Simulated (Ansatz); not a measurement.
Results of r²SCAN (plane waves, PAW; Ansatz, an electronic-structure program) for SiGe (P2₁, No. 4, 32 atoms in the cell; start mp-1096549).

Settings: plane-wave cutoff 560 eV, 4×6×4 k mesh (along the axes of the cell as run), Fermi–Dirac smearing 0.01 eV, scalar-relativistic PAW data made under PBE.

Cell (relaxed with PBEsol):

```yaml
crystal:
  lattice:
    - [11.08716, 0.00000, -0.00103]
    - [0.00000, 5.54445, 0.00000]
    - [-0.00219, 0.00000, 11.08796]
  atoms:
    - { symbol: Si, position: [0.37697, 0.00498, 0.00177] }
    - { symbol: Si, position: [0.62303, 0.50498, 0.99823] }
    - { symbol: Si, position: [0.87310, 0.99506, 0.99830] }
    - { symbol: Si, position: [0.12690, 0.49506, 0.00170] }
    - { symbol: Si, position: [0.62709, 0.00523, 0.75442] }
    - { symbol: Si, position: [0.37291, 0.50523, 0.24558] }
    - { symbol: Si, position: [0.12303, 0.99481, 0.75024] }
    - { symbol: Si, position: [0.87697, 0.49481, 0.24976] }
    - { symbol: Si, position: [0.50297, 0.24673, 0.87864] }
    - { symbol: Si, position: [0.49703, 0.74673, 0.12136] }
    - { symbol: Si, position: [0.99916, 0.25355, 0.37357] }
    - { symbol: Si, position: [0.00084, 0.75355, 0.62643] }
    - { symbol: Si, position: [0.74934, 0.24642, 0.62881] }
    - { symbol: Si, position: [0.25066, 0.74642, 0.37119] }
    - { symbol: Si, position: [0.25279, 0.25376, 0.12331] }
    - { symbol: Si, position: [0.74721, 0.75376, 0.87669] }
    - { symbol: Ge, position: [0.37303, 0.99451, 0.49782] }
    - { symbol: Ge, position: [0.62697, 0.49451, 0.50218] }
    - { symbol: Ge, position: [0.87707, 0.00554, 0.50227] }
    - { symbol: Ge, position: [0.12293, 0.50554, 0.49773] }
    - { symbol: Ge, position: [0.62308, 0.99477, 0.24595] }
    - { symbol: Ge, position: [0.37692, 0.49477, 0.75405] }
    - { symbol: Ge, position: [0.12696, 0.00529, 0.24969] }
    - { symbol: Ge, position: [0.87304, 0.50529, 0.75031] }
    - { symbol: Ge, position: [0.49695, 0.25411, 0.37135] }
    - { symbol: Ge, position: [0.50305, 0.75411, 0.62865] }
    - { symbol: Ge, position: [0.00082, 0.24562, 0.87650] }
    - { symbol: Ge, position: [0.99918, 0.74562, 0.12350] }
    - { symbol: Ge, position: [0.75094, 0.25372, 0.12151] }
    - { symbol: Ge, position: [0.24906, 0.75372, 0.87849] }
    - { symbol: Ge, position: [0.24683, 0.24590, 0.62623] }
    - { symbol: Ge, position: [0.75317, 0.74590, 0.37377] }
```

Task: Give the computed band gap and smallest direct gap on the k points sampled.

Result: 
- band gap = 0.66 eV (indirect)
- smallest direct gap on the k points sampled = 0.77 eV

Note: cell and atoms aren't relaxed at this level (pressure 0.3 GPa).

Spin–orbit coupling is not included.

Static lattice: no zero-point or thermal effects.

A start named mp-… is a Materials Project structure, which need not be a measured phase.
